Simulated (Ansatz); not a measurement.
Here is the system:

```
CELL_PARAMETERS angstrom
      0.00000     2.92650     2.92650
      2.92650     0.00000     2.92650
      2.92650     2.92650     0.00000
ATOMIC_POSITIONS crystal
  In 0.00000 0.00000 0.00000
  P  0.25000 0.25000 0.25000
```

All values below come from r2SCAN with spin-orbit coupling, rigid bands (plane waves, PAW; Ansatz, a program for electronic structure). Condition of this run: hydrostatic pressure 2 GPa (the target of the relaxation). How the cell was made: cell and atoms relaxed with r2SCAN, then loaded as said.

Question: Predict the hole conductivity mass (n e² τ/σ) at 300 K, by direction if it differs.

Answer: 0.55 mₑ.

Question: What conductivity effective mass do dilute electrons have at 300 K?

Answer: 0.094 mₑ.

Question: And the band gap?

Answer: 1.16 eV at this level; semilocal functionals usually fall short of the measured gap.

Rigid bands, one relaxation time for all states, no polarons.
